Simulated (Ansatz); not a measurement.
Start from BN in the zinc blende structure (space group F-43m, No. 216; a = 3.605 Å). Axes: x, y, z lie along the cube axes.

It is then changed as follows: biaxial strain +1.78 %, plane normal [001], relaxed out of plane (Cartesian); in-plane vectors clamped, the third vector and the atoms free.

Levels (all Ansatz, a quantum-chemistry and plane-wave program, PAW, earlier PAW set): PBEsol (420 eV, scalar-relativistic without spin-orbit coupling); r2SCAN (500 eV, without spin-orbit coupling); HSE06 (420 eV, spin-orbit coupling left out); PBEsol+SOC (420 eV, spin-orbit coupling included); HSE06+SOC (420 eV, noncollinear with spin-orbit coupling).

One geometry, relaxed with PBEsol, under each level:

The valence-band top lists the three highest levels at Γ (Kramers pairs under SOC), from the VBM.

```json
[
 {"level": "PBEsol", "band gap": "3.82 eV", "lowest conduction level above the VBM at special points": "M 3.82 eV; X 4.25 eV; S₀ 6.05 eV; S 6.05 eV", "valence-band top at Γ": "0.00, -0.24, -0.24 eV", "electron mass": "0.86 mₑ along k, 0.30 mₑ across (at M)", "hole mass": "0.51 mₑ (at Γ)", "pressure": "-9.91 GPa"},
 {"level": "r2SCAN", "band gap": "(withheld)", "lowest conduction level above the VBM at special points": "(withheld)", "valence-band top at Γ": "–", "electron mass": "(withheld)", "hole mass": "(withheld)", "pressure": "(withheld)"},
 {"level": "HSE06", "band gap": "5.30 eV", "lowest conduction level above the VBM at special points": "M 5.30 eV; X 5.75 eV; S₀ 7.64 eV; Γ 10.18 eV", "valence-band top at Γ": "–", "electron mass": "–", "hole mass": "–", "pressure": "–"},
 {"level": "PBEsol+SOC", "band gap": "3.82 eV", "lowest conduction level above the VBM at special points": "M 3.82 eV; X 4.25 eV; S₀ 6.05 eV; S 6.05 eV", "valence-band top at Γ": "0.00, -0.24, -0.25 eV", "electron mass": "0.86 mₑ along k, 0.30 mₑ across (at M)", "hole mass": "0.51 mₑ (at Γ)", "pressure": "-9.91 GPa"},
 {"level": "HSE06+SOC", "band gap": "5.30 eV", "lowest conduction level above the VBM at special points": "M 5.30 eV; X 5.75 eV; S₀ 7.64 eV; Γ 10.18 eV", "valence-band top at Γ": "0.00, -0.24, -0.26 eV", "electron mass": "–", "hole mass": "–", "pressure": "–"}
]
```

Problem. Give the withheld r2SCAN results.

Solution. 
- r2SCAN, band gap: 4.51 eV
- r2SCAN, lowest conduction level above the VBM at special points: M 4.51 eV; X 4.95 eV; S₀ 6.79 eV; S 6.79 eV
- r2SCAN, electron mass: 0.84 mₑ along k, 0.30 mₑ across (at M)
- r2SCAN, hole mass: 0.48 mₑ out of plane, 0.51 mₑ in plane (at Γ)
- r2SCAN, pressure: -8.95 GPa

Single points use the geometry relaxed with PBEsol. Their cutoffs differ, which shifts pressures a little. HSE06 was sampled on its mesh, a few special points and the semilocal edge points, so its gap is an upper bound. The spin-orbit shifts are approximate. Masses are band curvatures over ±0.01 Å⁻¹ around the edge. Along k means along the line from Γ to the band edge. Whether these cells are dynamically stable was not tested. Labels are those of the standard path for the cell's own space group.
